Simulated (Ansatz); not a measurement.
Ti, element substitutions

Take Ti in the hcp (Mg type) structure (space group P6_3/mmc, No. 194; a = 2.9391 Å, c = 4.6501 Å) as the base.

Each row replaces one element on all its sites; cell and atoms are relaxed.

Calculations: Ansatz (a first-principles code) PBE, no spin-orbit coupling.

| case | c/a ratio | shortest interatomic distance |
|---|---|---|
| base | 1.582 | 2.878 Å |
| Ti → Sc | 1.556 | 3.216 Å |
| Ti → Zr | 1.601 | 3.189 Å |
| Ti → Hf | 1.582 | 3.138 Å |

Whether these cells are dynamically stable was not tested. The final runs are not spin-polarised.
